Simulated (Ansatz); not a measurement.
The reference is PbS in the rock salt structure (space group Fm-3m, No. 225).

```cif
data_Pb4S4
_chemical_formula_sum 'Pb4 S4'
_space_group_name_H-M_alt 'Fm-3m'
_space_group_IT_number 225
_space_group_name_Hall '-F 4 2 3'
_cell_length_a 5.90270
_cell_length_b 5.90270
_cell_length_c 5.90270
_cell_angle_alpha 90.000
_cell_angle_beta 90.000
_cell_angle_gamma 90.000
loop_
_atom_site_label
_atom_site_type_symbol
_atom_site_symmetry_multiplicity
_atom_site_Wyckoff_symbol
_atom_site_fract_x
_atom_site_fract_y
_atom_site_fract_z
_atom_site_occupancy
Pb1 Pb 4 b 0.50000 0.50000 0.50000 1
S1 S 4 a 0.00000 0.00000 0.00000 1
```
(The calculation used a cell of 2 atoms; values per cell refer to that cell.)

The values are results of PBEsol (Ansatz, a quantum-chemistry and plane-wave program), no spin-orbit coupling, not measurements.

For the base:

Volume per atom: 25.71 Å³

Now apply this change: a negative pressure, −1 GPa.

Task: What happens to the volume per atom?

Result: The volume per atom goes up by 0.457 Å³ to 26.16 Å³.

Load acts through the strain it causes; cell and atoms are relaxed under it. Whether these cells are dynamically stable was not tested. The base started in P3_121 and relaxed to Fm-3m at this level.
